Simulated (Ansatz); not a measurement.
```
CELL_PARAMETERS angstrom
      0.00000     1.97621     1.97621
      1.97621     0.00000     1.97621
      1.97621     1.97621     0.00000
ATOMIC_POSITIONS crystal
  Au 0.00000 0.00000 0.00000
```

No spin polarisation.

A single point on Au with a change (pressure 22.5 GPa), its geometry relaxed with PBEsol.

Computed with r2SCAN (Ansatz, an electronic-structure program; PAW; 500 eV plane waves; spin-orbit coupling left out). Γ-centred 20×20×20 mesh, Fermi–Dirac width 0.05 eV.

What is the computed band gap?

Zero.

What pressure does the calculation give?

28.6 GPa.

Single points use the geometry relaxed with PBEsol. Load acts through the strain it causes; cell and atoms are relaxed under it. Stability against distortions was not tested. Competing high-pressure phases were not computed. The cell was made from Au in the fcc (Cu type) structure (space group Fm-3m, No. 225) by this change: pressure 22.5 GPa.
